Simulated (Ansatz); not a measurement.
The structure below was relaxed with PBEsol, PAW, 420 eV (Ansatz, a first-principles code; no spin-orbit coupling), earlier PAW set.

```
Lu
1.0
   -1.91012     1.91012     1.91012
    1.91012    -1.91012     1.91012
    1.91012     1.91012    -1.91012
Lu
1
Direct
  0.00000   0.00000   0.00000
```

Find the space group and the Wyckoff positions.

Space group Im-3m (No. 229); a = b = c = 3.820 Å, α = β = γ = 90.00°

| atom | site | symmetry | x | y | z |
|---|---|---|---|---|---|
| Lu | 2a | m-3m | 0.0000 | 0.0000 | 0.0000 |

Describe the coordination.

The crystal has 2 atoms in its conventional cell. Lattice parameters: a = b = c = 3.8202 Å, α = β = γ = 90.00°. Lu is surrounded by 8 Lu at 3.308 Å and 6 Lu at 3.820 Å. (Neighbours: up to the widest gap in distance over summed covalent radii, below 1.35, at either atom.)

No phonon test of stability was made. The final runs are not spin-polarised. The cell was made from Ta by this change: Ta → Lu; the result is a model cell, its experimental status unchecked. This is not the structure that Lu has at room temperature and ambient pressure.
